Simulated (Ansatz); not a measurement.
Sn (model structure, P6/mmm, No. 191, 1 atom in the cell), treated with PBEsol (plane waves, PAW; Ansatz, an electronic-structure program).

Run with plane-wave cutoff 520 eV, 18×18×18 k mesh, Fermi–Dirac smearing 0.05 eV, scalar-relativistic PAW data made under PBE.

Cell (relaxed at this level):

```cif
data_Sn
_chemical_formula_sum 'Sn1'
_space_group_name_H-M_alt 'P6/mmm'
_space_group_IT_number 191
_space_group_name_Hall '-P 6 2'
_cell_length_a 3.20788
_cell_length_b 3.20788
_cell_length_c 3.01738
_cell_angle_alpha 90.000
_cell_angle_beta 90.000
_cell_angle_gamma 120.000
loop_
_atom_site_label
_atom_site_type_symbol
_atom_site_symmetry_multiplicity
_atom_site_Wyckoff_symbol
_atom_site_fract_x
_atom_site_fract_y
_atom_site_fract_z
_atom_site_occupancy
Sn1 Sn 1 a 0.00000 0.00000 0.00000 1
```

Question: Predict the bulk modulus B0.

Answer: 
- bulk modulus B0: 56.4 GPa

The run finds no gap.

Note: the bulk modulus is −V dP/dV from two relaxed cells at ±2 % in volume; the relaxation could raise the start's symmetry but not lower it, so the cell can be a saddle point.

Spin–orbit coupling is not included.

Static lattice: no zero-point or thermal effects.

It cost about 22 core-seconds (a rough figure) of CPU time.

A model structure was made by putting elements into a prototype or built by hand; it is no filed structure, need not be a known phase, and can be a saddle point held by its symmetry.
